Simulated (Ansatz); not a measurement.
Cost and result by functional for the adsorption energy of H2O on the 1x1 (110) surface of bcc Ta, one in a 2x2 cell, started at the site 'top Ta', in Ansatz (plane waves, PAW). Single points on the PBE structure, on one kind of machine; costs are rough ratios of the slab run's core time (references not counted) to the cheapest single point. r2SCAN's cost holds its higher cutoff (500 against 420 eV). Differences are taken against r2SCAN for comparison alone: no measured value is at hand, so the table doesn't rank accuracy.

Slab: 19 atoms, 6.8 Å thick at the start under the adsorbate (thin: gaps and levels are the slab's own); k 5x5x1, smearing 0.1 eV, dipole-corrected; 8 atoms held, the rest relaxed; no symmetry held; no spin, no spin-orbit, no U, no dispersion correction. At the end it is bonded to Ta. In PBE it is, or lies within 0.03 eV of, the lowest of the starts that converged. These notes are the PBE run's. Adsorption energies are against H2O(g). A negative adsorption energy means that the adsorbate is more stable on the surface than in its reference.

```csv
functional,relative cost,adsorption energy (eV),less r2SCAN (eV)
RPBE,1,-0.30,0.33
r2SCAN,2,-0.63,0.00
PBE (the relaxed run's value),–,-0.51,0.12
```

The values span 0.33 eV, while the single points' costs differ by a factor of roughly 2. Differences are of unrounded values.

Ansatz is a first-principles code.
